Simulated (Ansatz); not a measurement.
MoGe (model structure, started from the CsCl type, Pm-3m, No. 221, 2 atoms in the cell) was calculated with LDA (PAW; Ansatz, a program for electronic structure).

Settings: plane-wave cutoff 520 eV, 18×18×18 k mesh, Fermi–Dirac smearing 0.05 eV, no spin polarisation, scalar-relativistic PAW data made under PBE.

Cell (relaxed at this level):

MoGe is modelled in the cubic space group Pm-3m (No. 221), the CsCl type structure, Pearson symbol cP2. Lattice parameters: a = b = c = 3.070 Å, α = β = γ = 90.00°. Mo on 1a is coordinated by 8 Ge at 2.659 Å and 6 Mo at 3.070 Å. Ge on 1b sees 8 Mo at 2.659 Å and 6 Ge at 3.070 Å. (Neighbours: up to the widest gap in distance over summed covalent radii, below 1.35, at either atom; cation-cation and far metal-metal contacts left out.)

### Question
Give the computed bulk modulus B0.

### Answer

- bulk modulus B0: 218 GPa

Note: the run has no spin polarisation, so it can have missed a magnetic state; the bulk modulus is −V dP/dV from two relaxed cells at ±2 % in volume; the relaxation could raise the start's symmetry but not lower it, so the cell can be a saddle point.

The computed numbers hold no vibrational or temperature effects.

It cost very roughly 80 core-seconds of CPU time.

A model structure was made by putting elements into a prototype or built by hand; it is no filed structure, need not be a known phase, and can be a saddle point held by its symmetry.
